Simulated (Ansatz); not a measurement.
**Double-hcp La**

Calculation: LDA (Ansatz, a quantum-chemistry and plane-wave program, PAW).

Settings: plane-wave cutoff 520 eV, 18×18×6 k mesh (along the axes of the cell as run), Fermi–Dirac smearing 0.05 eV, scalar-relativistic PAW data made under PBE.

Cell (relaxed at this level):

```cif
data_La4
_chemical_formula_sum 'La4'
_space_group_name_H-M_alt 'P 1'
_space_group_IT_number 1
_cell_length_a 3.59412
_cell_length_b 3.59412
_cell_length_c 11.52190
_cell_angle_alpha 90.000
_cell_angle_beta 90.000
_cell_angle_gamma 120.000
loop_
_space_group_symop_operation_xyz
  'x, y, z'
loop_
_atom_site_label
_atom_site_type_symbol
_atom_site_fract_x
_atom_site_fract_y
_atom_site_fract_z
_atom_site_occupancy
La1 La 0.00000 0.00000 0.50000 1
La2 La 0.00000 0.00000 0.00000 1
La3 La 0.33333 0.66667 0.25000 1
La4 La 0.66667 0.33333 0.75000 1
```

- bulk modulus B0 = 29.5 GPa
- band gap = none
- pressure derivative B′ of the bulk modulus = 2.9

Measured, for comparison: bulk modulus 27.9 GPa (room temperature, not corrected to a static lattice; as tabulated in Wikipedia's data pages). Computed (rounded) less measured: bulk modulus +6 %. A static lattice is as a rule a little smaller and stiffer than an uncorrected measurement, which narrows the difference in the bulk modulus and would widen misses of the other sign.

Note: the bulk modulus comes from volumes at which shape and atoms were relaxed.

Spin–orbit coupling is not included.

The computed numbers hold no vibrational or temperature effects.

Cost on a shared machine: around 12 core-minutes (rough).
